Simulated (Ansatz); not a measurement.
## Response to strain in TiB2

Base system: TiB$_{2}$ (space group P6/mmm, No. 191; a = 3.017 Å, c = 3.185 Å). Axes: x lies along a and z along c of the hexagonal cell.

Strains are applied to the cell and any free atomic positions relax; under biaxial strain the out-of-plane vector relaxes too; under stress the whole cell relaxes.

All numbers come from PBEsol (Ansatz, an electronic-structure program, PAW, spin-orbit coupling left out), earlier PAW set.

Notes on the quantities. pressure: mean of the normal stresses, compression positive.

```tsv
change	pressure	volume per atom
base	0.0 GPa	8.37 Å³
biaxial strain −4.37 %, plane normal [001], relaxed out of plane	24.0 GPa	7.82 Å³
biaxial strain −0.51 %, plane normal [001], relaxed out of plane	…	…
biaxial strain +0.22 %, plane normal [001], relaxed out of plane	-1.0 GPa	8.40 Å³
biaxial strain +2.84 %, plane normal [001], relaxed out of plane	-11.8 GPa	8.74 Å³
biaxial strain +4.37 %, plane normal [001], relaxed out of plane	-17.3 GPa	8.95 Å³
isotropic strain +4.99 %	-29.6 GPa	9.69 Å³
uniaxial stress, 0.5 GPa tension along x	–	8.37 Å³
uniaxial stress, 2 GPa compression along z	–	8.34 Å³
tensor shear ε_xy = +1.58 %	0.2 GPa	8.37 Å³
```

Problem. Complete the table.

Solution. 
- biaxial strain −0.51 %, plane normal [001], relaxed out of plane, pressure: 2.4 GPa
- biaxial strain −0.51 %, plane normal [001], relaxed out of plane, volume per atom: 8.31 Å³

The mesh was chosen for an insulator and is coarse for the gapless case. Without a gap, meshes like the base's 13×13×10 leave anisotropic stresses uncertain by several tenths of a GPa, and small strain energies with them. Beyond what the load breaks, stability against distortions was not tested. All final runs are without spin polarisation.
